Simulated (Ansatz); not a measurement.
CsCl-type RuAl was calculated with r²SCAN+rVV10 (PAW; Ansatz, a program for electronic structure).

Numerical settings: plane-wave cutoff 600 eV, 16×16×16 k mesh, Fermi–Dirac smearing 0.1 eV, finite displacements, no spin polarisation, scalar-relativistic PAW data made under PBE.

Computed at the level's own relaxed cell.

```yaml
crystal:
  lattice:
    - [2.97602, 0.00000, 0.00000]
    - [0.00000, 2.97602, 0.00000]
    - [0.00000, 0.00000, 2.97602]
  atoms:
    - { symbol: Al, position: [0.50000, 0.50000, 0.50000] }
    - { symbol: Ru, position: [0.00000, 0.00000, 0.00000] }
```

Harmonic phonon frequencies (cm⁻¹; i marks an imaginary mode):

```json
[
 {"q point": "Γ", "frequencies": "___"},
 {"q point": "X", "frequencies": "___"},
 {"q point": "M", "frequencies": "113 113 195 289 365 365"}
]
```

Fill in the missing entries.


- Γ, frequencies: 0 0 0 328 328 328
- X, frequencies: 166 166 220 299 299 340

No imaginary mode appears at these points.
